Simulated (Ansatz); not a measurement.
Worked example: relaxation of cell and atoms of VMo2S4 (P1, 7 atoms in the cell) in Ansatz (an electronic-structure program).

Method of the run: LDA (PW92), PAW files made with PBE (plane waves; Ansatz).

```xyz
7
Lattice="6.4011 -1.6135 0.0000 6.4011 1.6135 0.0000 -2.4887 0.0000 5.5059" Properties=species:S:1:pos:R:3 pbc="T T T"
V     -0.0128     0.0538    -0.0098
Mo     2.5005     0.0172     1.7572
Mo     7.7859    -0.0073     3.7325
S     10.0826    -0.0647     3.0877
S      0.3223    -0.0510     2.4040
S      5.7065    -0.0118     5.3600
S      4.5557     0.0638     0.1860
```
Moments meant for the start (each program seeds them in its own way; μB, in the order of the atoms V Mo Mo S S S S): 2.0 0.0 0.0 0.0 0.0 0.0 0.0.

Reference input (self-consistent single point, DFT, LDA (PW92), plane waves, PAW files made with PBE): basis.ecutwfc = 420 eV; kpoints.mp_grid.grid = 7 7 4; hamiltonian.xc = lda; hamiltonian.pseudopotentials = {kind: paw} (the program's default PAW files); magnetization.spin_polarized = true; scf.occupations.method = methfessel_paxton; scf.occupations.width = 0.136 eV. This run's input differs from it in these lines:

Ansatz 0.2 input:
```diff
@@ -15,3 +15,3 @@
 basis:
-  ecutwfc: 420.0
+  ecutwfc: 250.0
 kpoints:
@@ -25,2 +25,4 @@
   occupations: { method: methfessel_paxton, width: 0.136 }
+relax:
+  cell: {}
 output:
```

The program printed (abridged):

```
   [... SCF lines of the steps left out ...]
relax step   1: F+E_penalty+E_count = -16027.85546682 eV  Δ(F+E_penalty+E_count) = +0.000e0 eV  max|allowed force component| = 1.176e0 eV/Å  Δτ_max = 0.0000 Å  P = -8.293 GPa  Ω = 113.732 Å³  (21 SCF iters, dr2 threshold 1.00e-7 eV, accepted)
relax step   2: F+E_penalty+E_count = -16029.40797142 eV  Δ(F+E_penalty+E_count) = -1.553e0 eV  max|allowed force component| = 5.502e-1 eV/Å  Δτ_max = 0.1075 Å  P = +10.350 GPa  Ω = 103.235 Å³  energy of the carried Pulay correction = +1.397e0 eV  [...]
   [... lines left out ...]
relax step  22: F+E_penalty+E_count = -16028.41084003 eV  Δ(F+E_penalty+E_count) = -1.541e-3 eV  max|allowed force component| = 1.097e-3 eV/Å  Δτ_max = 0.0005 Å  P = -0.000 GPa  Ω = 103.017 Å³  energy of the carried Pulay correction = +1.521e-3 eV  [...]
relax step  23: F+E_penalty+E_count = -16028.40698559 eV  Δ(F+E_penalty+E_count) = +3.854e-3 eV  max|allowed force component| = 1.011e-3 eV/Å  Δτ_max = 0.0000 Å  P = -0.007 GPa  Ω = 103.017 Å³  stress off target by 4.33e-2 GPa  SCF on the basis [...]
basis re-selected at this cell: Δ(F+E_penalty+E_count) = +3.854e-3 eV, ΔP = -0.007 GPa vs the last step
the relaxation's final electronic state is not compared with the one that a single-point calculation of its input finds at the relaxed geometry …
Stability not checked (fill_not_monotonic)
Magnetization: 0.0000 μB (32.5000 up, 32.5000 down)
   [... lines left out ...]
Absolute magnetization: 0.0000 μB (∫|ρ↑−ρ↓|, with the PAW one-centre terms)
Free energy (F): -16028.406986 eV
Fermi energy:    14.610433 eV
  cell:  # Å, volume = 103.0167 Å³
   [... lines left out ...]
    - { symbol: S, position: [0.9006447229949672, 0.900615623271502, 0.5687970152937458] }
    - { symbol: S, position: [0.0993546745122101, 0.09938516939683982, 0.4312025625356895] }
    - { symbol: S, position: [0.6348284762398431, 0.6348022840207843, 0.9680095671018569] }
    - { symbol: S, position: [0.36516789782042613, 0.3652008851958587, 0.031989647645191875] }
```

The run converged.  The full log also holds: “iter 18 did not close the SCF: its close was put off for a magnetic moment that had not settled (scf_convergence_deferred on its scf_iter line)”. The full log also holds: “iter 19 did not close the SCF: its close was put off for a magnetic moment that had not settled (scf_convergence_deferred on its scf_iter line)”.

Summary of the result:
```
Item                                                                                                                      Value
-----------------------------------------------  ------------------------------------------------------------------------------
Free energy E − TS (on the zero of these files)                                                                  -16028.4070 eV
Fermi level (on the code's own zero)                                                                                   14.61 eV
Pressure                                                                                                              -0.01 GPa
Largest force (vector length)                                                                                        0.001 eV/Å
Size of the cell's spin moment                                                                                          0.00 μB
Final cell                                       a = 6.4118 Å, b = 6.4119 Å, c = 5.9043 Å, α = 113.62°, β = 113.62°, γ = 27.77°
Final volume per atom                                                                                                  14.72 Å³
Relaxation steps                                                                                                             23
```

The starting cell comes from a database of computed structures (which also holds hypothetical and non-ambient phases and stackings), without a prior relaxation at this level. Its atoms were displaced at random from the sites of space group no. 12. The starting moments vanished: the run ended non-magnetic, which need not be the lowest state. The program warned that a starting moment was not kept. Ansatz's pressure includes its estimate of the finite-basis (Pulay) stress. Without the estimate this run gives -21.58 GPa. The cutoff lies below the one recommended for these files.

Cost on one core of a shared machine: roughly 20 min.
